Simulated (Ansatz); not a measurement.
Given:

```yaml
crystal:
  lattice:
    - [2.89600, -2.46648, 0.02953]
    - [2.89600, 2.46648, 0.02953]
    - [-2.53975, 0.00000, 5.09677]
  atoms:
    - { symbol: Ta, position: [0.23465, 0.14986, 0.28938] }
    - { symbol: Ta, position: [0.85014, 0.76535, 0.71062] }
    - { symbol: O, position: [0.62798, 0.23550, 0.65705] }
    - { symbol: O, position: [0.76450, 0.37202, 0.34295] }
    - { symbol: O, position: [0.25207, 0.10107, 0.94967] }
    - { symbol: O, position: [0.89893, 0.74793, 0.05033] }
    - { symbol: O, position: [0.26272, 0.73728, 0.50000] }
```

A single point on Ta2O5 with a change (pressure 5 GPa), its geometry relaxed with PBEsol.

Level of theory: DFT with PBEsol, PAW potentials and a 420 eV plane-wave cutoff in Ansatz (a quantum-chemistry and plane-wave program), noncollinear with spin-orbit coupling. k-mesh 9×9×7 (Γ-centred); smearing 0.05 eV (Fermi–Dirac).

### Question
Predict the smallest direct gap, width of the top valence band and band gap.

### Answer
```json
{
 "smallest_direct_gap": "2.57 eV",
 "width_of_the_top_valence_band": "0.79 eV",
 "band_gap": "2.24 eV"
}
```

Single points use the geometry relaxed with PBEsol. Load acts through the strain it causes; cell and atoms are relaxed under it. Stability against distortions was not tested. No other phases were tried under pressure. The cell was made from Ta2O5 (space group C2, No. 5; a cell from a computed database, its experimental status unchecked) by this change: pressure 5 GPa.
